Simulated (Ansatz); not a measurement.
The reference is WS2 in the 2H-MoS2 type structure (space group P6_3/mmc, No. 194; layered, stacked along the Cartesian z axis).

```
CELL_PARAMETERS angstrom
      3.11489     0.00000     0.00000
     -1.55745     2.69758     0.00000
      0.00000     0.00000    11.77332
ATOMIC_POSITIONS crystal
  W  0.33333 0.66667 0.25000
  W  0.66667 0.33333 0.75000
  S  0.33333 0.66667 0.61646
  S  0.66667 0.33333 0.11646
  S  0.66667 0.33333 0.38354
  S  0.33333 0.66667 0.88354
```

Cartesian axes are those of the cell as printed.

Level of theory: DFT with PBEsol-D3(BJ), PAW potentials and a 420 eV plane-wave cutoff in Ansatz (a first-principles code), no spin-orbit coupling, earlier PAW set.

The change: tensor shear ε_xz = +0.73 % (engineering shear γ = 0.0146); the atoms relax in the strained cell.

Task: Predict the stress tensor and what it implies for the stiffness.

Result: Stress of the strained cell less that of the base (GPa, compression positive):
```
   0.01    0.00   -0.50
   0.00    0.02    0.00
  -0.50    0.00    0.05
```

Then −Δσ/γ with γ = 2ε = 0.0146 gives relaxed-ion elastic constants: C55 ≈ 34 GPa.

Whether these cells are dynamically stable was not tested.
